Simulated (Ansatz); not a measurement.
# PbSe: pressure series

Take PbSe in the rock salt structure (space group Fm-3m, No. 225; a = 6.2171 Å) as the base.

Cell and atoms are relaxed at each pressure.

The values are results of Ansatz (a quantum-chemistry and plane-wave program) PBE, without spin-orbit coupling, not measurements.

```csv
variant,band gap,shortest interatomic distance,density
base,0.43 eV,3.109 Å,7.91 g/cm³
pressure −2 GPa,0.56 eV,3.159 Å,7.54 g/cm³
pressure −1 GPa,0.50 eV,3.132 Å,7.73 g/cm³
pressure 1.8 GPa,0.32 eV,3.072 Å,8.20 g/cm³
pressure 4.2 GPa,0.18 eV,3.031 Å,8.53 g/cm³
pressure 18 GPa,zero,2.877 Å,9.98 g/cm³
pressure 45 GPa,zero,2.718 Å,11.83 g/cm³
pressure 60 GPa,zero,…,…
```

Task: Complete the table.

Result: 
- pressure 60 GPa, shortest interatomic distance: 2.660 Å
- pressure 60 GPa, density: 12.62 g/cm³

The mesh was chosen for an insulator and is coarse for the gapless case. With Pb present, leaving out spin-orbit coupling can change the band edges. Load acts through the strain it causes; cell and atoms are relaxed under it. Whether these cells are dynamically stable was not tested. No other phases were tried under pressure. The final runs are not spin-polarised. Gaps under 0.05 eV, about the width of the smearing, are given as zero. A zero or small gap of PbSe under pressure 4.2 GPa, PbSe under pressure 18 GPa, PbSe under pressure 45 GPa and PbSe under pressure 60 GPa can be the functional's error rather than a property of the material.
